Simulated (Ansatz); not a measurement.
The parent structure is TiO2 in the rutile structure (space group P4_2/mnm, No. 136; a = 4.591 Å, c = 2.939 Å). Axes: x, y, z lie along a, b, c of the conventional cell.

All numbers come from plane-wave PAW DFT at the PBEsol level (Ansatz, a quantum-chemistry and plane-wave program, 420 eV), no spin-orbit coupling.

Base values:

The electron mass is 0.54 mₑ along c, 1.1 mₑ across (at Γ). The valence-band top at Γ comes out as 0.00, -0.45, -0.45 eV.

Now apply this change: biaxial strain −1.80 %, plane normal [001], relaxed out of plane (Cartesian); in-plane vectors clamped, the third vector and the atoms free.

Problem. What happens to the electron mass, valence-band top at Γ, out-of-plane strain and in-plane stress?

Solution. The electron mass becomes 0.55 mₑ out of plane, 1.1 mₑ in plane (at Γ) (base: 0.54 mₑ along c, 1.1 mₑ across (at Γ)); the valence-band top at Γ (three highest levels, from the VBM) goes from 0.00, -0.45, -0.45 eV to 0.00, -0.47, -0.47 eV; the out-of-plane strain amounts to +1.27 %; the mean in-plane stress (compression positive) is +7.1 GPa.

The levels and masses belong to the bands next to the band gap. Effective masses come from finite differences of ±0.01 Å⁻¹. Stability against distortions was not tested. The final runs are not spin-polarised.
